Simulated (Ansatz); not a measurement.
For YRh₃B (Pm-3m), Ansatz (a quantum-chemistry and plane-wave program) with PBEsol, DFPT electron-phonon coupling, linearised Boltzmann equation gives a transport coupling λ_tr = 0.276 and a Drude plasma energy ħω_p = 3.80 eV.

**Question.** Estimate the resistivity at 300 K from the high-temperature formula ρ = 2π λ_tr k_B T / (ħ ε₀ ω_p²), and say how the full Boltzmann solution compares.

**Answer.** The scattering rate is 1/τ = 2π λ_tr k_B T/ħ = 6.81e13 s⁻¹ and ω_p = 5.77e15 s⁻¹, so ρ ≈ 23.1 μΩ·cm. The Boltzmann solution gives 21.4 μΩ·cm, 0.93 times the estimate.

A metal at this level (no band gap). Only scattering by harmonic phonons is included (no impurities, grain boundaries, electron-electron scattering or thermal expansion). Spin-orbit coupling is left out. Halving the electron mesh (20x20x20) moves the resistivity by up to 1 % at 300 K, the coupling by up to 1 %. Smearing 0.20 eV; phonons on a 4x4x4 q mesh, which this run doesn't test.

Formula and space group known from diffraction (Crystallography Open Database), not checked to be the room-temperature form: YRh3B (Pm-3m).
